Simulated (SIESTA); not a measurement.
Band structure of ZrS2 (P-3m1, 3 atoms in the cell).

```
ZrS2
1.0
    3.76484     0.00000     0.00000
   -1.88242     3.26045     0.00000
    0.00000     0.00000     6.16130
Zr S
1 2
Direct
  0.00000   0.00000   0.00000
  0.66667   0.33333   0.76209
  0.33333   0.66667   0.23791
```

Method of the run: GGA PBE, numerical atomic orbitals DZP, PseudoDojo PBE standard norm-conserving potentials (rewritten from UPF to PSML) in SIESTA.

Settings: XC.functional = GGA; XC.authors = PBE; potentials = PseudoDojo PBE standard; PAO.BasisSize = DZP; PAO.EnergyShift = 0.005 Ry; MeshCutoff = 300 Ry; kgrid.MonkhorstPack = 8 8 5; OccupationFunction = FD; ElectronicTemperature = 10 K; MaxSCFIterations = 150; SCF.Mixer.Method = Pulay; SCF.Mixer.Weight = 0.2; SCF.Mixer.History = 8; SCF.DM.Tolerance = 1.0E-05.

The starting cell comes from a database of computed structures (which also holds hypothetical and non-ambient phases and stackings), without a prior relaxation at this level. Its lattice was rescaled by a random factor within 2.5 % of one. Values carry the incompleteness of an atom-centred basis.

Q: Predict the gap along the standard path and the places of the band edges.

A: The gap along the path is 0.87 eV, from a point between K and Γ to L; the smallest direct gap on it is 1.37 eV.

Levels in eV from the top of the valence band on the path, bands 9 to 13:
| point | 9 | 10 | 11 | 12 | 13 |
|---|---|---|---|---|---|
| Γ | -2.76 | -0.09 | -0.09 | -0.02 | 1.34 |
| M | -2.45 | -2.31 | -1.58 | -1.16 | 1.00 |
| K | -3.20 | -1.96 | -1.96 | -1.44 | 1.93 |
| A | -2.73 | -1.40 | -0.18 | -0.18 | 1.32 |
| L | -2.54 | -2.19 | -0.99 | -0.79 | 0.87 |
| H | -3.01 | -1.82 | -1.76 | -1.76 | 2.01 |

Higher empty bands are left out: an atom-centred basis made for the valence describes them poorly.
